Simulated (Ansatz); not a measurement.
Band structure of MgH₂ (P4_2/mnm, 6 atoms in the cell).

```
MgH2
1.0
    4.52000     0.00000     0.00000
    0.00000     4.52000     0.00000
    0.00000     0.00000     3.02000
Mg H
2 4
Cartesian
  0.00000   0.00000   0.00000
  2.26000   2.26000   1.51000
  1.37408   1.37408   0.00000
  3.63408   0.88592   1.51000
  0.88592   3.63408   1.51000
  3.14592   3.14592   0.00000
```

Method of the run: PBE (plane waves, PAW; Ansatz, a quantum-chemistry and plane-wave program).

Settings: kpoints.mp_grid.grid = 5 5 7; hamiltonian.xc = pbe; hamiltonian.pseudopotentials = {kind: paw} (the program's default PAW files); scf.occupations.method = fermi_dirac; scf.occupations.width = 0.01 eV; kpoints.band_path.npoints = 8.

The starting cell has typed, rounded lattice constants, without a prior relaxation at this level.

Q: Predict the gap along the standard path and the places of the band edges.

A: The gap along the path is 3.74 eV, from a point between M and Γ to a point between A and Z; the smallest direct gap on it is 4.55 eV.

Levels in eV from the top of the valence band on the path, bands 9 to 16:
```
point      9     10     11     12    13    14     15     16
-----  -----  -----  -----  -----  ----  ----  -----  -----
Γ      -6.37  -1.42  -1.42  -0.40  4.77  5.01   9.17   9.17
X      -4.77  -4.77  -0.48  -0.48  5.36  5.36  10.06  10.06
M      -3.70  -3.70  -2.68  -2.68  9.02  9.02   9.19   9.19
Z      -2.96  -2.96  -0.06  -0.06  6.32  6.32   6.82   6.82
R      -2.22  -2.22  -1.05  -1.05  5.19  5.19   6.81   6.81
A      -1.84  -1.84  -0.91  -0.91  3.87  3.87   4.21   4.21
```

Keys are those of Ansatz 0.2.
